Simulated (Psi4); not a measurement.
Psi4 1.11, unrestricted PBE/def2-svp: Si(Me)2(Cl)2 cation (C[Si](C)(Cl)Cl), charge +1, multiplicity 2, 11 atoms. The geometry is a generated start, not checked to be a minimum at this level.

```json
{
 "task": "energy",
 "method": "pbe",
 "basis": "def2-svp",
 "memory": "3 GB",
 "maxiter": "100",
 "keys_of_the_molecule_block": "symmetry c1",
 "scf_type": "df (default)",
 "e_convergence": "1e-06 (default)",
 "d_convergence": "1e-06 (default)",
 "dft_radial_points": "75 (default)",
 "dft_spherical_points": "302 (default)",
 "basis_functions": "112",
 "grid_points": "233947"
}
```

```xyz
11

C      1.4695    -0.5737    -0.3981
Si     0.0466     0.6581    -0.1252
C     -1.5225    -0.1831     0.5423
Cl     0.6447     2.0844     1.1956
Cl    -0.3895     1.5653    -1.8920
H      1.1944    -1.3415    -1.1151
H      2.3557    -0.0725    -0.7796
H      1.7465    -1.0676     0.5279
H     -2.3200     0.5384     0.7009
H     -1.8931    -0.9338    -0.1491
H     -1.3323    -0.6739     1.4925
```

Charge 1 and multiplicity 2 are set for this test and not shown to be the ground state.

With the defaults (diis_max_vecs = 10, diis = true, scf_initial_accelerator = adiis, damping_percentage = 0, soscf = false, soscf_start_convergence = 0.01, guess = auto, which took SAD, diis_start = 1) it converges in 11 SCF iterations. One run each on 2 threads, with these changes:
- soscf = true, soscf_start_convergence = 0.1
- guess = sadno
- damping_percentage = 20
- guess = core
- guess = modhuckel
- diis = false, scf_initial_accelerator = none, damping_percentage = 60
- diis_start = 4
- diis_max_vecs = 3
- guess = sapgau

Question: Which of these changes keep the SCF from converging, or lead it to another solution?

Answer: No convergence: diis_max_vecs = 3; diis = false, scf_initial_accelerator = none, damping_percentage = 60 (the run ends without SCF convergence in 100 iterations). The rest reach the solution of the defaults.

```json
[
 {"setting": "soscf = true, soscf_start_convergence = 0.1", "SCF iterations": "8", "JK calls": "34", "end": "same solution"},
 {"setting": "the defaults", "SCF iterations": "11", "JK calls": "12", "end": "same solution"},
 {"setting": "guess = sapgau", "SCF iterations": "12", "JK calls": "12", "end": "same solution"},
 {"setting": "guess = modhuckel", "SCF iterations": "13", "JK calls": "34", "end": "same solution"},
 {"setting": "guess = sadno", "SCF iterations": "13", "JK calls": "13", "end": "same solution"},
 {"setting": "guess = core", "SCF iterations": "18", "JK calls": "18", "end": "same solution"},
 {"setting": "diis_start = 4", "SCF iterations": "18", "JK calls": "19", "end": "same solution"},
 {"setting": "damping_percentage = 20", "SCF iterations": "19", "JK calls": "20", "end": "same solution"},
 {"setting": "diis_max_vecs = 3", "SCF iterations": "100", "JK calls": "101", "end": "no convergence"},
 {"setting": "diis = false, scf_initial_accelerator = none, damping_percentage = 60", "SCF iterations": "100", "JK calls": "101", "end": "no convergence"}
]
```

An SOSCF iteration holds several JK calls; a Hückel guess adds calls on atoms.
